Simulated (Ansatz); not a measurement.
Start from HfSi (space group Pnma, No. 62).

```
HfSi
1.0
    6.82480     0.00000     0.00000
    0.00000     3.75728     0.00000
    0.00000     0.00000     5.20274
Hf Si
4 4
Direct
  0.67543   0.25000   0.37373
  0.32457   0.75000   0.62627
  0.82457   0.75000   0.87373
  0.17543   0.25000   0.12627
  0.54323   0.25000   0.85970
  0.45677   0.75000   0.14030
  0.95677   0.75000   0.35970
  0.04323   0.25000   0.64030
```

Cartesian axes are those of the cell as printed.

Method: PBEsol (Ansatz, a program for electronic structure, PAW, spin-orbit coupling left out), earlier PAW set.

For the base:

* **Volume per atom**: 16.68 Å³

The change: uniaxial stress, 5 GPa tension along x; all other stress components relax to zero.

Question: Estimate the effect on the volume per atom.

Answer: The volume per atom rises by 0.20 Å³, from 16.68 Å³ to 16.88 Å³.

Question: Predict the new energy relative to the base.

Answer: The energy goes up by 7.4 meV/atom.

Without a gap, meshes like the base's 7×12×9 leave anisotropic stresses uncertain by several tenths of a GPa, and small strain energies with them. Load acts through the strain it causes; cell and atoms are relaxed under it. Beyond what the load breaks, stability against distortions was not tested. The final runs are not spin-polarised.
